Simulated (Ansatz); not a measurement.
NbAs2 (space group C2/m, No. 12)

```
CELL_PARAMETERS angstrom
      4.66689    -1.68068     0.00000
      4.66689     1.68068     0.00000
     -3.81386     0.00000     6.77288
ATOMIC_POSITIONS crystal
  Nb 0.15681 0.15681 0.19561
  Nb 0.84319 0.84319 0.80439
  As 0.85882 0.85882 0.47174
  As 0.14118 0.14118 0.52826
  As 0.59481 0.59481 0.89178
  As 0.40519 0.40519 0.10822
```

Calculations: Kohn–Sham DFT with the PBEsol functional, run in Ansatz (an electronic-structure program) with PAW and 420 eV plane waves, no spin-orbit coupling. k-mesh 15×15×7 (Γ-centred); smearing 0.05 eV (Fermi–Dirac).

The volume per atom comes out as 17.71 Å³, the density comes out as 7.59 g/cm³ and the band gap is zero. The total energy is -4707.759 eV/atom (σ→0; compares only within this code and set-up).

Stability against distortions was not tested. The final runs are not spin-polarised. The zero or small gap of NbAs2 can change with the level of theory.
